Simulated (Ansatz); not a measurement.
Band structure of CoPb₂ (Fd-3m, 6 atoms in the cell).

```
CoPb2
1.0
    0.00000     4.74153     4.74153
    4.74153     0.00000     4.74153
    4.74153     4.74153     0.00000
Pb Co
4 2
Direct
  0.12500   0.12500   0.12500
  0.62500   0.12500   0.12500
  0.12500   0.62500   0.12500
  0.12500   0.12500   0.62500
  0.75000   0.75000   0.75000
  0.50000   0.50000   0.50000
```
Moments meant for the start (each program seeds them in its own way; μB, in the order of the atoms Pb Pb Pb Pb Co Co): 0.0 0.0 0.0 0.0 3.0 3.0.

Method of the run: revPBE, default PAW files made with PBE (plane waves; Ansatz, a first-principles code).

Settings: basis.ecutwfc = 420 eV; kpoints.mp_grid.grid = 2 2 2; hamiltonian.xc = revpbe; hamiltonian.pseudopotentials = {kind: paw} (the program's default PAW files); magnetization.spin_polarized = true; scf.occupations.method = methfessel_paxton; scf.occupations.width = 0.1 eV; kpoints.band_path.npoints = 10.

The starting cell was generated: these elements placed on a structure prototype, without a prior relaxation; it need not be a known phase or ordering of this composition. Spin-orbit coupling is off. The magnetic order is the one reached from the typed start; others were not searched systematically.

Levels in eV from the Fermi level, bands 44 to 51 of the first spin channel:
```tsv
point	44	45	46	47	48	49	50	51
Γ	-1.61	-1.31	-1.31	-1.31	-0.31	-0.31	0.58	2.09
X	-1.59	-0.21	-0.21	-0.20	-0.20	1.12	1.12	1.40
W	-1.64	-1.42	-1.42	0.63	0.63	0.76	0.76	1.78
K	-1.58	-1.10	-0.87	-0.62	0.00	1.30	1.58	2.05
L	-1.65	-1.65	-1.29	-0.53	0.61	0.61	0.99	1.12
U	-1.58	-1.10	-0.87	-0.62	0.00	1.30	1.58	2.05
```

Bands cross the Fermi level along this path, so the cell is metallic at this level.

The net moment of the cell came out as 5.27 μB.

Keys are those of Ansatz 0.2.
